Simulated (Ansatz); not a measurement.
Cells marked so need not be the phases stable at ambient conditions, and some may be hypothetical.

The gap is the functional's own, uncorrected, and κ follows it; spin-orbit coupling is left out. Mid-gap values are interpolated between the computed energies.

A. Bi2Te2Se (R-3m, not sure to be the ambient phase, 5 atoms a cell, 31.7 Å³ an atom, 2 GPa at this level), along the normal of (101)
B. YF3 (P-3c1, not sure to be the ambient phase, 24 atoms a cell, 11.4 Å³ an atom), along the normal of (001)
C. Sr2ZnMoO6 (I4/m, not sure to be the ambient phase, 10 atoms a cell, 13.0 Å³ an atom, -7 GPa at this level), along the normal of (100)
D. SrAgSF (P4/nmm, not sure to be the ambient phase, 8 atoms a cell, 19.3 Å³ an atom, -2 GPa at this level), along the normal of (111)

Question: Put the candidates in order of mid-gap decay constant of the slowest evanescent state, lowest first, for Ansatz (a program for electronic structure) with r2SCAN.

Answer: A (0.05 1/Å), D (0.20 1/Å), C (0.30 1/Å), B (0.56 1/Å)
